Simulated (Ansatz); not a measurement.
Levels about the gap of amorphous Hf27O51 (78 atoms in a cell of 997 Å³, 9.39 g/cm³; zone centre alone, so wide bands show as single levels with stretches between that a denser mesh fills), at the geometry that PBE relaxed, where it gives 0.4 GPa on a denser mesh. The participation number counts the atoms over which a state spreads; weights are charges in smoothed Voronoi cells. The levels come from a single point, so bond lengths are those of that geometry. Method of the levels: PBE, scalar-relativistic without spin-orbit coupling (Ansatz, a program for electronic structure). Sampling: the zone centre alone; Fermi-Dirac width 0.02 eV; no spin polarisation. The usual formal charges leave 6 electrons over, so the level spacing at the Fermi energy parts defect or band states and needn't be the band gap.

Preparation: random packing, a CHGNet melt and quench, and a DFT relaxation. O atoms were pushed apart under 1.9 Å during the dynamics, to hinder bonds among them. The hot cell started wider than the set density and was brought back towards it in steps. It is the lowest in DFT energy of 4 quenches. It is a model cell: composition and starting density were chosen by hand, and all elements were melted together. No dispersion term was used. Its density started from a set value of 9.39 and ended at 9.39 g/cm³. Cooling (nominally 73 K/ps over its main leg) ran many orders faster than in experiment, which tends to leave more defects and strain. A cell of this size samples the disorder only roughly. The volume was held where the preparation left it and the shape relaxed, at a PBE pressure of 0.4 GPa. On a 2×2×2 Γ-centred mesh force components of up to 0.15 eV/Å stay, since the relaxation ran on the zone centre alone.

```tsv
E - E(highest filled), eV	filling	participation number	largest on	weight O	weight Hf
-3.26	filled	21.5	O, 3 neighbours	0.95	0.05
-3.13	filled	7.1	O, 3 neighbours	0.95	0.05
-3.00	filled	7.7	O, 3 neighbours	0.95	0.05
-2.75	filled	5.1	O, 3 neighbours	0.95	0.05
-1.10	filled	9.5	Hf, 7 neighbours	0.33	0.67
-0.50	filled	12.3	Hf, 7 neighbours	0.32	0.68
0.00	filled	13.4	Hf, 7 neighbours	0.36	0.64
0.66	empty	15.5	Hf, 6 neighbours	0.35	0.65
0.84	empty	21.9	Hf, 6 neighbours	0.37	0.63
1.05	empty	28.0	Hf, 5 neighbours	0.38	0.62
1.11	empty	37.5	Hf, 6 neighbours	0.41	0.59
1.23	empty	32.6	Hf, 7 neighbours	0.35	0.65
1.30	empty	31.9	Hf, 6 neighbours	0.40	0.60
1.38	empty	33.2	Hf, 6 neighbours	0.37	0.63
```

Most localised among these is the filled level at -2.75 eV, on a O atom, which has 3 neighbours (Hf 1.96 Å, Hf 2.04 Å, Hf 2.62 Å).
